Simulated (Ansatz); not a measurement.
# What isotropic strain +4.27 % does to LuZn2

Base system: LuZn2 (space group Imma, No. 74; a = 4.333 Å, b = 6.761 Å, c = 7.403 Å; a cell from a computed database, its experimental status unchecked).

Now apply this change: every lattice vector is stretched by 4.27 %; the atoms relax in the strained cell.

All numbers come from PBEsol (Ansatz, an electronic-structure program, PAW, no spin-orbit coupling). Γ-centred 13×13×13 mesh, Fermi–Dirac width 0.05 eV.

| quantity | base | changed | shift |
|---|---|---|---|
| volume per atom | 18.08 Å³ | 20.49 Å³ | +2.416 Å³ |
| space group | Imma (No. 74) | Imma (No. 74) | – |
| shortest interatomic distance | 2.500 Å | 2.602 Å | +0.102 Å |
| energy relative to the base (free energy F) | 0 meV/atom | +66 meV/atom | +66 meV/atom |
| band gap | zero | zero | – |
| largest internal atomic displacement | – | 0.095 Å | – |

Whether these cells are dynamically stable was not tested.
